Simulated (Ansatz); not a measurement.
# Mo: response to strain

Consider Mo in the bcc (W type) structure (space group Im-3m, No. 229; a = 3.151 Å). Axes: x, y, z lie along the cube axes.

Strains are applied to the cell and any free atomic positions relax; under biaxial strain the out-of-plane vector relaxes too.

Method: r2SCAN (Ansatz, a first-principles code, PAW, no spin-orbit coupling).

Notes on the quantities. energy relative to the base: free energy F; pressure: mean of the normal stresses, compression positive.

| case | volume per atom | energy relative to the base | pressure |
|---|---|---|---|
| base | 15.64 Å³ | 0 meV/atom | 0.0 GPa |
| biaxial strain −3.71 %, plane normal [001], relaxed out of plane | 14.91 Å³ | +78 meV/atom | 14.9 GPa |
| biaxial strain −1.76 %, plane normal [111], relaxed out of plane | 15.38 Å³ | +12 meV/atom | 4.9 GPa |
| isotropic strain +0.18 % | 15.72 Å³ | +0.4 meV/atom | -1.4 GPa |
| uniaxial strain ε_xx = +1.06 % | 15.80 Å³ | +2.6 meV/atom | -2.8 GPa |
| uniaxial strain ε_zz = −0.75 % | 15.52 Å³ | +1.3 meV/atom | 2.1 GPa |
| uniaxial strain ε_zz = −0.19 % | 15.61 Å³ | +0.1 meV/atom | 0.5 GPa |
| uniaxial strain ε_zz = +5.83 % | 16.55 Å³ | +71 meV/atom | -13.2 GPa |
| tensor shear ε_xz = +0.68 % | 15.64 Å³ | +0.9 meV/atom | 0.0 GPa |
| tensor shear ε_yz = −3.10 % | 15.62 Å³ | +19 meV/atom | 0.8 GPa |

Without a gap, meshes like the base's 21×21×21 leave anisotropic stresses uncertain by several tenths of a GPa, and small strain energies with them. Whether these cells are dynamically stable was not tested. All final runs are without spin polarisation.
